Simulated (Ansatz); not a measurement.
Input:

```
Co
1.0
    2.45626     0.00000     0.00000
   -1.22813     2.04209     0.00000
    0.00000     0.00000     3.97213
Co
2
Direct
  0.32813   0.65627   0.75000
  0.67187   0.34373   0.25000
```

Spin-polarised, with starting moments of sign Co+ Co+.

Level of theory: Ansatz (a first-principles code), PBEsol, PAW, cutoff 420 eV, scalar-relativistic without spin-orbit coupling. Settings: 27×27×15 k-points, 0.1 eV Fermi–Dirac smearing.

**Question.** Predict the largest site moment and pressure.

**Answer.** 
- Largest site moment: 1.59 μB
- Pressure (mean of the normal stresses, compression positive): 11.3 GPa

The magnetic state is the one reached from the starting moments; the real material's order can differ, and small cells can't hold many antiferromagnetic ones. The cells carry an imposed strain or load. No phonon test of stability was made. The cell was made from Co in the hcp (Mg type) structure (space group P6_3/mmc, No. 194; ferromagnetic) by this change: uniaxial strain ε_yy = −4.00 %.
